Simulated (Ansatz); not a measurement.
**Fermi-surface data of Al (Fm-3m)**

Given:

```
CELL_PARAMETERS angstrom
      0.00000     2.02638     2.02638
      2.02638     0.00000     2.02638
      2.02638     2.02638     0.00000
ATOMIC_POSITIONS crystal
  Al 0.00000 0.00000 0.00000
```

Calculation: PBEsol, rigid bands (plane waves, PAW, scalar-relativistic; Ansatz, a quantum-chemistry and plane-wave program). Condition of this run: hydrostatic pressure -2 GPa (the target of the relaxation). Cell: cell and atoms relaxed with PBEsol, then loaded as said.

```yaml
density of states at the Fermi level: 0.411 states/(eV·cell), both spins
bare Sommerfeld coefficient: 0.97 mJ/(mol of atoms·K²)
drude_plasma_energy: 12.5 eV
root-mean-square Fermi velocity: 1.6e6 m/s
resistivity times τ: 3.1 ×10⁻²² Ω·m·s
```

A metal at this level (no band gap); rigid bands, thermally averaged at 300 K, both spins. Spin-orbit coupling is left out. τ is one relaxation time for all states.
